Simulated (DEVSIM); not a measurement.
System: Ni/HfO2/p-Si capacitor, at 300 K.

Layer 1 from the left is HfO2, thickness (nm) 4.40. Layer 2 from the left is Si, thickness (nm) 6000, Na (cm⁻³) 9.3e15.

Metal gate on the left, work function 5.1 eV. Fixed charge at the semiconductor interface 0 cm⁻² (in units of +e); no interface traps.

Constants are typed, rounded textbook-type inputs, not results; the design itself was drawn at random and stands for no fabricated device. Values at 300 K.

HfO2: gap (eV) 5.7, affinity (eV) 2.5, permittivity 22. Si: gap (eV) 1.124, affinity (eV) 4.05, permittivity 11.7, Nc (cm⁻³) 2.86e19, Nv (cm⁻³) 3.1e19.

Model (solved in DEVSIM): 1D Poisson equation in equilibrium, Boltzmann statistics, complete ionisation; no quantum confinement or tunnelling. Metal contacts follow the ideal Schottky-Mott rule: no Fermi-level pinning, no interface dipoles.

Problem. What does the simulation give for the flat-band voltage, the threshold voltage (band bending 2φF), the minimum of the low-frequency capacitance?

Solution. flat-band voltage 0.14 V; threshold voltage (band bending 2φF) 0.85 V; minimum of the low-frequency capacitance 0.0379 μF/cm².
